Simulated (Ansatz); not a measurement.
## A computed series for Be2Si: element substitutions

Start from Be2Si (space group Fm-3m, No. 225; a model cell, its experimental status unchecked).

Be2Si has the cubic space group Fm-3m (No. 225), Pearson symbol cF12. Conventional cell: a = 5.2838 Å, b = 5.2838 Å, c = 5.2838 Å, α = 90.00°, β = 90.00°, γ = 90.00°. Si on 4a is coordinated by 8 Be at 2.288 Å (cubic). Be on 8c sees 4 Si at 2.288 Å (tetrahedral). (Neighbours: up to the widest gap in distance over summed covalent radii, below 1.35, at either atom; cation-cation and far metal-metal contacts left out.)
(The calculation used a cell of 3 atoms; values per cell refer to that cell.)

Each row replaces one element on all its sites; cell and atoms are relaxed.

Levels (all Ansatz, a quantum-chemistry and plane-wave program, PAW): PBE (420 eV, spin-orbit coupling left out); r2SCAN (500 eV, scalar-relativistic without spin-orbit coupling).

The base cell above is that of PBE; each level relaxes its own structures.

```
case     lattice parameter a, PBE  lattice parameter a, r2SCAN
-------  ------------------------  ---------------------------
Be → Sn                   6.823 Å                          [?]
Si → P                    5.177 Å                          [?]
Si → Sn                   5.812 Å                      5.802 Å
```

### Question
Complete the table.

### Answer

- Be → Sn, lattice parameter a, r2SCAN: 6.759 Å
- Si → P, lattice parameter a, r2SCAN: 5.172 Å

PBE lies above r2SCAN in every row, by 0.005 Å to 0.064 Å. They put the cases in the same order.

Whether these cells are dynamically stable was not tested. As relaxed here, Sn2Si, Be2P and Be2Sn are hypothetical phases, not in the database extracts checked. The final runs are not spin-polarised. An odd electron count without spin: Be2P.
